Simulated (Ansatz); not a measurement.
# W2B2Si (model structure, started from the Ti2InB2 type, P-6m2, No. 187, 5 atoms in the cell)

Calculation: PBE (PAW; Ansatz, an electronic-structure program).

Numerical settings: plane-wave cutoff 520 eV, 24×24×8 k mesh (along the axes of the cell as run), Fermi–Dirac smearing 0.05 eV, no spin polarisation, scalar-relativistic PAW data made under PBE.

Cell (relaxed at this level):

```cif
data_B2SiW2
_chemical_formula_sum 'W2 Si1 B2'
_space_group_name_H-M_alt 'P 1'
_space_group_IT_number 1
_cell_length_a 3.13131
_cell_length_b 3.13131
_cell_length_c 6.66162
_cell_angle_alpha 90.000
_cell_angle_beta 90.000
_cell_angle_gamma 120.000
loop_
_space_group_symop_operation_xyz
  'x, y, z'
loop_
_atom_site_label
_atom_site_type_symbol
_atom_site_fract_x
_atom_site_fract_y
_atom_site_fract_z
_atom_site_occupancy
W1 W 0.33333 0.66667 0.72684 1
W2 W 0.33333 0.66667 0.27316 1
Si1 Si 0.00000 0.00000 0.00000 1
B1 B 0.00000 0.00000 0.50000 1
B2 B 0.66667 0.33333 0.50000 1
```

```json
{
  "bulk modulus B0": "271 GPa"
}
```

Note: the run has no spin polarisation, so it can have missed a magnetic state; the bulk modulus is −V dP/dV from two relaxed cells at ±2 % in volume; the relaxation could raise the start's symmetry but not lower it, so the cell can be a saddle point.

Spin–orbit coupling is not included; it can open a gap where bands touch, and shift volumes and moduli.

Static lattice: no zero-point or thermal effects.

It cost very roughly 9 core-minutes of CPU time.

A model structure was made by putting elements into a prototype or built by hand; it is no filed structure, need not be a known phase, and can be a saddle point held by its symmetry.
